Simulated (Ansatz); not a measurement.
Results of PBE (PAW; Ansatz, an electronic-structure program) for CaScHO2 (model structure, started from the SrVO2H type, P4/mmm, No. 123, 5 atoms in the cell).

Settings: plane-wave cutoff 520 eV, 8×8×10 k mesh (along the axes of the cell as run), Fermi–Dirac smearing 0.01 eV, scalar-relativistic PAW data made under PBE.

Cell (relaxed at this level):

```cif
data_HCaO2Sc
_chemical_formula_sum 'Ca1 Sc1 O2 H1'
_space_group_name_H-M_alt 'P 1'
_space_group_IT_number 1
_cell_length_a 4.09124
_cell_length_b 4.09124
_cell_length_c 3.74321
_cell_angle_alpha 90.000
_cell_angle_beta 90.000
_cell_angle_gamma 90.000
loop_
_space_group_symop_operation_xyz
  'x, y, z'
loop_
_atom_site_label
_atom_site_type_symbol
_atom_site_fract_x
_atom_site_fract_y
_atom_site_fract_z
_atom_site_occupancy
Ca1 Ca 0.50000 0.50000 0.50000 1
Sc1 Sc 0.00000 0.00000 0.00000 1
O1 O 0.50000 0.00000 0.00000 1
O2 O 0.00000 0.50000 0.00000 1
H1 H 0.00000 0.00000 0.50000 1
```

**Question.** Predict the band gap, Γ–Γ gap and bulk modulus.

**Answer.** 
band gap: 2.23 eV (on the SCF k mesh)
Γ–Γ gap: 4.07 eV
bulk modulus: 106 GPa

Note: the bulk modulus is −V dP/dV from two relaxed cells at ±2 % in volume; the relaxation could raise the start's symmetry but not lower it, so the cell can be a saddle point.

Computed values are for the static lattice.

Cost on a shared machine: roughly 50 core-seconds.

A model structure was made by putting elements into a prototype or built by hand; it is no filed structure, need not be a known phase, and can be a saddle point held by its symmetry.
